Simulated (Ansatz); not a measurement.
Start from WSi2 (space group I4/mmm, No. 139; a = 3.211 Å, c = 7.805 Å; relaxed with 0.1 eV smearing). Axes: x, y, z lie along a, b, c of the conventional cell.

Structures relaxed with DFT with r2SCAN, PAW potentials and a 500 eV plane-wave cutoff in Ansatz (an electronic-structure program), scalar-relativistic without spin-orbit coupling.

Base:

Simulated powder pattern, Co Kα, λ = 1.79026 Å (kinematic, ideal powder, no thermal factors, no anomalous dispersion; the 10 strongest lines at most, above 2 %, up to 2θ = 90°):

```tsv
2θ (°)	I/Imax (%)	hkl
26.52	50	(002)
35.08	100	(101)
46.43	58	(110)
52.57	81	(103)
54.27	32	(112)
67.76	20	(200)
74.14	14	(202)
74.44	13	(114)
78.65	23	(211)
79.23	12	(105)
```

After one change:

Simulated powder pattern, Co Kα, λ = 1.79026 Å (kinematic, ideal powder, no thermal factors, no anomalous dispersion; the 10 strongest lines at most, above 2 %, up to 2θ = 90°):

| 2θ (°) | I/Imax (%) |
|---|---|
| 26.52 | 86 |
| 34.84 | 87 |
| 35.08 | 86 |
| 46.23 | 100 |
| 52.39 | 70 |
| 52.57 | 69 |
| 54.09 | 55 |
| 74.29 | 22 |
| 78.07 | 20 |
| 78.51 | 20 |

Problem. Which of these changes matches the shifts?
A. uniaxial strain ε_yy = −0.13 %
B. biaxial strain +1.82 %, plane normal [001], relaxed out of plane
C. tensor shear ε_xy = +0.62 %
D. uniaxial strain ε_xx = +0.81 %

Solution. D, uniaxial strain ε_xx = +0.81 %. Its volume per atom is 13.52 Å³ against 13.42 Å³, and its space group is Immm (No. 71).

No phonon test of stability was made. All final runs are without spin polarisation.
